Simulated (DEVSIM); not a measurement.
System: Schottky contact on n-type Si, at 300 K.

```tsv
layer (left to right)	material	thickness (μm)	Nd (cm⁻³)	τn (s)	τp (s)
1	Si	3.30	4.6e16	3.1e-6	3.1e-6
2	Si	6.00	7.1e17	3.1e-6	3.1e-6
```

Left contact: Schottky, work function 4.86 eV, emission velocity 8.5e6 cm/s. Right contact: ohmic. Voltage is applied to the left contact. Recombination: SRH at mid-gap. Mobility is constant in doping.

Constants are typed, rounded textbook-type inputs, not results; the design itself was drawn at random and stands for no fabricated device. Values at 300 K.

```
parameter           Si
-------------  -------
gap (eV)         1.124
affinity (eV)     4.05
permittivity      11.7
Nc (cm⁻³)      2.86e19
Nv (cm⁻³)       3.1e19
μn (cm²/Vs)       1417
μp (cm²/Vs)        470
```

Model (solved in DEVSIM): 1D drift-diffusion, Boltzmann statistics, complete ionisation; no tunnelling, impact ionisation, image-force lowering or self-heating. Metal contacts follow the ideal Schottky-Mott rule: no Fermi-level pinning, no interface dipoles.

Problem. Tabulate band edges, carrier densities and field at -2.0 V on the left contact.

Solution. Energies count from the Fermi level of the right contact; mesh points crowd at the junctions.

| x (μm) | Ec (eV) | Ev (eV) | n (cm⁻³) | p (cm⁻³) | field (V/cm) |
|---|---|---|---|---|---|
| 0.000 | 2.810 | 1.686 | 21000 | 1.6e14 | -190000 |
| 0.03010 | 2.261 | 1.137 | 24000 | 100000 | -170000 |
| 0.09258 | 1.328 | 0.204 | 33000 | 240 | -130000 |
| 0.2370 | 0.233 | -0.891 | 3.5e15 | < 1e2 | -25000 |
| 0.7194 | 0.166 | -0.958 | 4.6e16 | < 1e2 | ≈ 0 |
| 1.638 | 0.166 | -0.958 | 4.6e16 | < 1e2 | ≈ 0 |
| 2.513 | 0.166 | -0.958 | 4.6e16 | < 1e2 | ≈ 0 |
| 3.050 | 0.166 | -0.958 | 4.6e16 | < 1e2 | ≈ 0 |
| 3.197 | 0.166 | -0.958 | 4.6e16 | < 1e2 | -86 |
| 3.267 | 0.159 | -0.965 | 6.0e16 | < 1e2 | -3800 |
| 3.299 | 0.120 | -1.004 | 2.7e17 | < 1e2 | -34000 |
| 3.340 | 0.096 | -1.028 | 7.1e17 | < 1e2 | -14 |
| 3.414 | 0.096 | -1.028 | 7.1e17 | < 1e2 | ≈ 0 |
| 3.586 | 0.096 | -1.028 | 7.1e17 | < 1e2 | ≈ 0 |
| 4.165 | 0.096 | -1.028 | 7.1e17 | < 1e2 | ≈ 0 |
| 5.273 | 0.096 | -1.028 | 7.1e17 | < 1e2 | ≈ 0 |
| 7.223 | 0.096 | -1.028 | 7.1e17 | 110 | ≈ 0 |
| 8.351 | 0.096 | -1.028 | 7.1e17 | 140 | ≈ 0 |
| 8.985 | 0.096 | -1.028 | 7.1e17 | 160 | ≈ 0 |
| 9.173 | 0.096 | -1.028 | 7.1e17 | 160 | ≈ 0 |
| 9.257 | 0.096 | -1.028 | 7.1e17 | 160 | ≈ 0 |
| 9.300 | 0.096 | -1.028 | 7.1e17 | 160 | ≈ 0 |
